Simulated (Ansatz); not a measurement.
Band structure of Y2Ni2Sn (Immm, 5 atoms in the cell).

```yaml
crystal:
  lattice:
    - [-2.13574, 2.79784, 4.14642]
    - [2.13574, -2.79784, 4.14642]
    - [2.13574, 2.79784, -4.14642]
  atoms:
    - { symbol: Y, position: [0.70322, 0.20322, 0.50000] }
    - { symbol: Y, position: [0.29678, 0.79678, 0.50000] }
    - { symbol: Ni, position: [0.71180, 0.50000, 0.21180] }
    - { symbol: Ni, position: [0.28820, 0.50000, 0.78820] }
    - { symbol: Sn, position: [0.00000, 0.00000, 0.00000] }
```

Method: PBEsol, PAW files made with PBE (plane waves; Ansatz, a quantum-chemistry and plane-wave program).

Settings: basis.ecutwfc = 30.9 Ry; kpoints.mp_grid.grid = 5 5 5; hamiltonian.xc = pbesol; hamiltonian.pseudopotentials = {kind: paw} (the program's default PAW files); scf.occupations.method = fermi_dirac; scf.occupations.width = 0.01 Ry; kpoints.band_path.npoints = 8.

The starting cell comes from a database of computed structures (which also holds hypothetical and non-ambient phases and stackings), without a prior relaxation at this level. Spin polarisation is off.

Levels in eV from the Fermi level, bands 33 to 40:
| point | 33 | 34 | 35 | 36 | 37 | 38 | 39 | 40 |
|---|---|---|---|---|---|---|---|---|
| Γ | -1.25 | -1.11 | -0.93 | -0.24 | 0.16 | 0.22 | 0.53 | 1.61 |
| X | -1.27 | -1.23 | -1.23 | -0.46 | 0.35 | 0.36 | 1.21 | 1.56 |
| L | -1.45 | -1.25 | -1.01 | -0.59 | 0.39 | 0.92 | 0.95 | 1.75 |
| T | -1.54 | -1.41 | -0.90 | -0.50 | -0.18 | 0.81 | 1.09 | 1.73 |
| W | -1.50 | -1.41 | -0.91 | -0.26 | 0.21 | 0.49 | 1.19 | 2.10 |
| R | -1.29 | -0.93 | -0.71 | -0.61 | 0.24 | 0.29 | 0.31 | 0.99 |
| X1 | -1.27 | -1.23 | -1.23 | -0.46 | 0.35 | 0.36 | 1.21 | 1.56 |
| Z | -1.24 | -1.09 | -0.09 | 0.07 | 0.96 | 1.42 | 1.82 | 2.37 |
| Y | -1.60 | -1.31 | -0.15 | 0.46 | 0.95 | 1.24 | 1.83 | 2.01 |
| S | -1.71 | -0.97 | -0.60 | 0.23 | 0.57 | 1.28 | 1.29 | 1.45 |

Bands cross the Fermi level along this path, so the cell is metallic at this level.

Keys are those of Ansatz 0.2.
